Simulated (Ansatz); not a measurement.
A self-consistent single point of SnTe (F-43m, 2 atoms in the cell) with Ansatz (an electronic-structure program).

Method of the run: PBEsol, default PAW files made with PBE (plane waves; Ansatz).

The change in words: lattice scaled by 0.98; kpoints.mp_grid.grid: 6 6 6 → 9 9 9. Reference geometry:
```
CELL_PARAMETERS angstrom
      0.00000     3.59309     3.59309
      3.59309     0.00000     3.59309
      3.59309     3.59309     0.00000
ATOMIC_POSITIONS crystal
  Sn 0.00000 0.00000 0.00000
  Te 0.75000 0.75000 0.75000
```

Reference input (self-consistent single point, DFT, PBEsol, plane waves, default PAW files made with PBE): basis.ecutwfc = 420 eV; kpoints.mp_grid.grid = 6 6 6; hamiltonian.xc = pbesol; hamiltonian.pseudopotentials = {kind: paw} (the program's default PAW files); scf.occupations.method = gaussian; scf.occupations.width = 0.1 eV. This run's input differs from it in these lines:

Ansatz 0.2 input:
```diff
@@ -3,5 +3,5 @@
   lattice:
-    - [0.000000, 3.593089, 3.593089]
-    - [3.593089, 0.000000, 3.593089]
-    - [3.593089, 3.593089, 0.000000]
+    - [0.000000, 3.521227, 3.521227]
+    - [3.521227, 0.000000, 3.521227]
+    - [3.521227, 3.521227, 0.000000]
   atoms:
@@ -12,3 +12,3 @@
 kpoints:
-  mp_grid: { grid: [6, 6, 6] }
+  mp_grid: { grid: [9, 9, 9] }
 hamiltonian:
```

Output, abridged:

```
SCF iter   1: F=—  HF=-12851.137532 eV  |F-HF|=—  |Δ(HF+E_count)|=         —  Δρ=2.12e-3  dr2=4.68e-3  ethr=1.77e-3  ⟨swp⟩=6.2  Hψ=3477  notcnv=0
all-band conjugate gradients solve this SCF's bands
preconditioner: auto → none
SCF iter   2: F=—  HF=-12851.135104 eV  |F-HF|=—  |Δ(HF+E_count)|=   2.43e-3  Δρ=1.26e-3  dr2=1.61e-3  ethr=1.56e-5  ⟨swp⟩=2.5  Hψ=1232  notcnv=0
SCF iter   3: F=—  HF=-12851.134972 eV  |F-HF|=—  |Δ(HF+E_count)|=   1.32e-4  Δρ=5.54e-4  dr2=1.85e-4  ethr=5.36e-6  ⟨swp⟩=2.0  Hψ=1192  notcnv=0
SCF iter   4: F=—  HF=-12851.134851 eV  |F-HF|=—  |Δ(HF+E_count)|=   1.21e-4  Δρ=2.13e-4  dr2=3.07e-5  ethr=6.15e-7  ⟨swp⟩=2.0  Hψ=1190  notcnv=0
SCF iter   5: F=—  HF=-12851.134843 eV  |F-HF|=—  |Δ(HF+E_count)|=   8.08e-6  Δρ=1.10e-4  dr2=8.41e-6  ethr=1.02e-7  ⟨swp⟩=2.0  Hψ=1192  notcnv=0
SCF iter   6: F=—  HF=-12851.134839 eV  |F-HF|=—  |Δ(HF+E_count)|=   3.62e-6  Δρ=3.76e-5  dr2=8.41e-7  ethr=2.80e-8  ⟨swp⟩=2.0  Hψ=1002  notcnv=0
SCF iter   7: F=-12851.134839 eV  HF=-12851.134839 eV  |F-HF|=6.23e-8  |Δ(HF+E_count)|=   4.20e-7  Δρ=9.27e-6  dr2=4.98e-8  ethr=3.33e-10  ⟨swp⟩=3.8  Hψ=2936  notcnv=0
SCF 1 converged in 7 iterations: F = -12851.134839 eV  dr2 = 4.98e-8
Free energy (F): -12851.134839 eV
Internal energy: -12851.132349 eV  (E = F + TS)
E sigma→0 (E₀):  -12851.133594 eV
Entropy (-TS):   -0.002489 eV (-1.245 meV/atom)
Fermi energy:    5.699550 eV
--- Forces (eV/Å), atoms counted from 1 ---
  atom   1  Sn     0.00000000    -0.00000000     0.00000000
  atom   2  Te    -0.00000000     0.00000000     0.00000000
--- Stress (GPa, compression-positive) ---
        0.440250       0.000000      -0.000000
       -0.000000       0.440250       0.000000
       -0.000000       0.000000       0.440250
  P = ⅓ Tr σ = 0.4403 GPa (4.403 kbar)
  The stress holds the Pulay correction. Without it, at fixed plane waves, as pw.x and ABINIT print it: P = 0.4201 GPa
```

The run converged in 7 iterations. Against the reference run the free energy falls by 6.3 meV/atom and the pressure goes from -1.04 to 0.44 GPa.

The starting cell comes from a database of computed structures (which also holds hypothetical and non-ambient phases and stackings), without a prior relaxation at this level. Its lattice was rescaled by up to half a per cent. For this run, on top of that: lattice scaled by 0.98. Ansatz's pressure includes its estimate of the finite-basis (Pulay) stress. The run gives no clean gap (levels at the Fermi energy touch, overlap or are partly filled at this smearing), which alone does not show that the compound is a metal.
